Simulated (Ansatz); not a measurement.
The reference is CsPbBr$_{3}$ in the cubic perovskite structure (space group Pm-3m, No. 221; a = 5.8721 Å).

Calculations: Ansatz (a first-principles code) PBEsol, no spin-orbit coupling.

Strains are applied to the cell and any free atomic positions relax.

One change was made to it. Results:

The pressure goes from zero to 1.87 GPa; the electron mass (degenerate bands, along [100]) becomes 0.063, 0.67, 0.67 mₑ (at R) (base: 0.077, 0.74, 0.74 mₑ (at R)); the width of the top valence band increases by 0.51 eV, from 2.07 eV to 2.58 eV; the band gap falls by 0.33 eV to 1.10 eV.

Problem. Name the change that was made.
A. isotropic strain −1.20 %
B. isotropic strain −0.60 %
C. isotropic strain −2.40 %
D. isotropic strain −1.80 %
E. isotropic strain −3.00 %

Solution. C, isotropic strain −2.40 %. For comparison, the band gap in the other runs: isotropic strain −3.00 % gives 1.00 eV; isotropic strain −1.80 % gives 1.19 eV; isotropic strain −1.20 % gives 1.27 eV; isotropic strain −0.60 % gives 1.35 eV.

Spin-orbit coupling, missing from the scalar runs, can matter with Pb. Effective masses come from finite differences of ±0.01 Å⁻¹. Whether these cells are dynamically stable was not tested. Many cubic perovskites are stable only at high temperature; tilts and polar distortions were not tested. This is not the structure that CsPbBr3 has at room temperature and ambient pressure.
